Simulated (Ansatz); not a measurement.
Consider PbI2 in the CdI2 type structure (space group P-3m1, No. 164; a = 4.439 Å, c = 6.741 Å; layered). Axes: x lies along a and z along c of the hexagonal cell.

Calculations: PBEsol-D3(BJ), PAW, 420 eV (Ansatz, an electronic-structure program; without spin-orbit coupling).

Strains are applied to the cell and any free atomic positions relax; under biaxial strain the out-of-plane vector relaxes too; under stress the whole cell relaxes.

One change was made to it. Results:

The electron mass becomes 0.74 mₑ along k, 0.20 mₑ across (at A) (base: 0.78 mₑ along k, 0.21 mₑ across (at A)); the width of the top valence band goes up by 0.06 eV (1.30 eV → 1.36 eV); the band gap is still 1.92 eV; the hole mass goes from 0.44 mₑ along k, 0.40 mₑ across (at A) to 0.41 mₑ (at A).

Q: Name the change that was made.
A) uniaxial stress, 1 GPa compression along z
B) biaxial strain +1.84 %, plane normal [001], relaxed out of plane
C) isotropic strain −5.67 %
D) biaxial strain −0.56 %, plane normal [001], relaxed out of plane

A: D, biaxial strain −0.56 %, plane normal [001], relaxed out of plane. For comparison, the electron mass in the other runs: biaxial strain +1.84 %, plane normal [001], relaxed out of plane gives 0.90 mₑ along k, 0.21 mₑ across (at A); uniaxial stress, 1 GPa compression along z gives 0.87 mₑ along k, 0.21 mₑ across (at A); isotropic strain −5.67 % gives 0.44 mₑ along k, 0.17 mₑ across (at A).

With I and Pb present, leaving out spin-orbit coupling can change the band edges. Masses are band curvatures over ±0.01 Å⁻¹ around the edge. Along k means along the line from Γ to the band edge. Beyond what the load breaks, stability against distortions was not tested.
